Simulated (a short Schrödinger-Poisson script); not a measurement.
## Gated Al0.4Ga0.6N/GaN polarisation-induced gas

Stack: gated Al0.4Ga0.6N/GaN polarisation-induced gas, at 150 K.

```tsv
layer	material	thickness (nm)	Na (cm⁻³)
1	Al0.4Ga0.6N	25	-
2	GaN	6000	7e14
```

The device is made up for the run: typed textbook-type constants, with dimensions and the other settings drawn at random. Al0.4Ga0.6N: permittivity 9.26, conduction-band edge (eV) 0.58, gap (eV) 4.258, electron mass (mₑ) 0.248, Nv at 300 K (cm⁻³) 4.6e19. GaN: permittivity 9.5, conduction-band edge (eV) 0, gap (eV) 3.43, Nv at 300 K (cm⁻³) 4.6e19.

Channel valleys (confinement mass, in-plane density-of-states mass, number): Γ 0.2, 0.2, 1. At the gate the conduction-band edge of layer 1 lies 1.36 eV − eVg above the Fermi level of the channel; the field vanishes at the back. Sheet of polarisation charge: +2e13 e/cm² at 25 nm from the gate. The barrier under the gate holds no holes. Gaps are held at their typed values at every temperature. Mesh 0.08 nm at interfaces.

From a short Schrödinger-Poisson script (our own, NumPy): 1D Poisson equation in equilibrium, electrons quantum, Hartree (BenDaniel-Duke, 40 states a valley, the channel's in-plane mass for all, wave functions free to enter the barrier), parabolic valleys, classical holes, full ionisation, no traps, pinning or gate leakage.

```csv
Vg (V),electrons (cm⁻²),in the channel layer,C (μF/cm²),Γ E0 (meV),Γ E1 (meV)
0.5,1.82e13,1.66e13,0.319,-189.7,-23.6
-0.1,1.70e13,1.56e13,0.318,-178.4,-20.3
-0.7,1.58e13,1.47e13,0.317,-167.0,-17.1
-1.3,1.46e13,1.37e13,0.316,-155.4,-13.9
-1.9,1.34e13,1.27e13,0.316,-143.7,-10.8
-2.5,1.23e13,1.16e13,0.315,-131.9,-7.6
-3.1,1.11e13,1.06e13,0.314,-119.9,-4.4
-3.7,9.92e12,9.51e12,0.313,-107.8,-1.1
-4.3,8.74e12,8.43e12,0.312,-95.6,2.3
-4.9,7.58e12,7.35e12,0.311,-83.2,5.8
-5.5,6.41e12,6.25e12,0.310,-70.7,9.5
-6.1,5.25e12,5.14e12,0.309,-58.0,13.3
-6.7,4.10e12,4.03e12,0.307,-45.0,17.4
-7.3,2.95e12,2.92e12,0.304,-31.5,21.8
-7.9,1.82e12,1.81e12,0.300,-16.8,27.0
-8.5,7.17e11,7.15e11,0.287,3.0,35.4
```

Gate voltages with under 1e6 electrons/cm² are left out.

Subbands count from the Fermi level.
